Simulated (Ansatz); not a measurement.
A 16-atom cell of Ga(Sb,P) started in the zinc blende structure, site fractions Sb 0.750, P 0.250, short-range order -0.11 among the nearest mixed sites of the first mixed sublattice (0 is random, a negative value favours unlike neighbours), space group Amm2 at the end, an ordered arrangement that its symmetry holds. The mixed sublattice has 8 sites.

The mixing enthalpy is taken against the end members in the zinc blende type, relaxed in the same cell and mesh.

All values below come from PBE (plane waves to 420 eV, PAW; Ansatz, a quantum-chemistry and plane-wave program). Spin–orbit coupling is left out; with elements this heavy it can move edges by tenths of an eV. Its k-point mesh 4×4×4, Fermi–Dirac width 0.01 eV.

```csv
cell,energy at zero smearing (eV)
GaSb,-82142.667
GaP,-36316.459
Ga4PSb3,-70685.217
```

### Question
Work out the mixing enthalpy per mixed site and the interaction parameter Ω of a regular solution.

### Answer
With x = 2/8 of the second end member, ΔH = [-70685.217 − 6/8 × (-82142.667) − 2/8 × (-36316.459)] / 8 = 112.2 meV against the separate end members. Ω = ΔH / x(1 − x) = 598 meV.
